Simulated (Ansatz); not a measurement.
Base system: W (space group Pm-3n, No. 223; a = 5.033 Å).

Calculations: Ansatz (an electronic-structure program) PBEsol, spin-orbit coupling left out, earlier PAW set.

Before the change:

The band gap comes out as zero. The lattice parameter a comes out as 5.033 Å.

One thing is altered: cell and atoms relaxed at a pressure of 1.5 GPa.

Problem. What happens to the band gap and lattice parameter a?

Solution. The band gap remains zero; the lattice parameter a falls by 0.0078 Å, from 5.033 Å to 5.026 Å.

Load acts through the strain it causes; cell and atoms are relaxed under it. Stability against distortions was not tested. The final runs are not spin-polarised. This is not the structure that W has at room temperature and ambient pressure.
